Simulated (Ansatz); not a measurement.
Consider PbS in the rock salt structure (space group Fm-3m, No. 225; a = 6.0089 Å).

Method: Ansatz (an electronic-structure program) PBE, no spin-orbit coupling.

For the base:

```
Property                Value
-------------  --------------
Band gap              0.49 eV
Electron mass  0.16 mₑ (at L)
```

Perturbation: the cell is scaled by 1.0050 in all directions; the atoms relax in the strained cell.

Problem. Predict the new energy relative to the base, band gap and electron mass.

Solution. The energy rises by 1.0 meV/atom; the band gap rises by 0.05 eV, from 0.49 eV to 0.54 eV; the electron mass remains 0.16 mₑ (at L).

With Pb present, leaving out spin-orbit coupling can change the band edges. Masses are band curvatures over ±0.01 Å⁻¹ around the edge. Whether these cells are dynamically stable was not tested.
